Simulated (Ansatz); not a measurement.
System: CsPb2Cl5 (I4/mcm, No. 140, 16 atoms in the cell; start COD 4302867). Method: LDA (Ansatz, a first-principles code, plane waves, PAW).

Numerical settings: plane-wave cutoff 520 eV, 6×6×6 k mesh, Fermi–Dirac smearing 0.01 eV, scalar-relativistic PAW data made under PBE.

Cell (relaxed at this level):

```xyz
16
Lattice="-3.9504 3.9504 7.0542 3.9504 -3.9504 7.0542 3.9504 3.9504 -7.0542" Properties=species:S:1:pos:R:3 pbc="T T T"
Pb     1.2812     2.6692     0.0000
Pb     5.2317     1.2812     0.0000
Pb     2.6692     1.2812     7.0542
Pb    -1.2812     2.6692     7.0542
Cs     0.0000     0.0000     3.5271
Cs     0.0000     0.0000    10.5813
Cl     2.7534     1.1970     1.8167
Cl     2.7534    -1.1970     8.8709
Cl     1.1970     2.7534     8.8709
Cl     1.1970     5.1474     1.8167
Cl     2.7534    -1.1970     5.2375
Cl     2.7534     1.1970    -1.8167
Cl     1.1970     5.1474    -1.8167
Cl     1.1970     2.7534     5.2375
Cl     0.0000     0.0000     0.0000
Cl     0.0000     0.0000     7.0542
```

Question: Give the computed band gap, smallest direct gap on the k points sampled and direct gap at Γ.

Answer: 
* **band gap**: 3.60 eV
* **smallest direct gap on the k points sampled**: 3.83 eV
* **direct gap at Γ**: 3.96 eV

Note: the relaxation could not lower the start's symmetry, so a distorted cell can lie lower.

Spin–orbit coupling is not included; with these elements it can move the gap by several tenths of an eV or more.

The computed numbers hold no vibrational or temperature effects.
